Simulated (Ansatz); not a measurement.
Base system: GaN in the zinc blende structure (space group F-43m, No. 216; a = 4.5488 Å).

All numbers come from Ansatz (a first-principles code) PBE, no spin-orbit coupling, earlier PAW set.

One thing is altered: every N is replaced by Sb; the structure is relaxed again.

Measured lattice parameter a: GaN 4.5 Å (room temperature; as listed in I. Vurgaftman, J. R. Meyer, L. R. Ram-Mohan, Journal of Applied Physics (2001)); GaSb 6.0959 Å (room temperature; as listed in I. Vurgaftman, J. R. Meyer, L. R. Ram-Mohan, Journal of Applied Physics (2001)).

### Question
How well does PBE reproduce the measured shift?

### Answer
With PBE the lattice parameter a moves by +1.665 Å (4.549 → 6.214) against +1.596 Å measured.

Stability against distortions was not tested. All final runs are without spin polarisation. This is not the structure that GaN has at room temperature and ambient pressure.
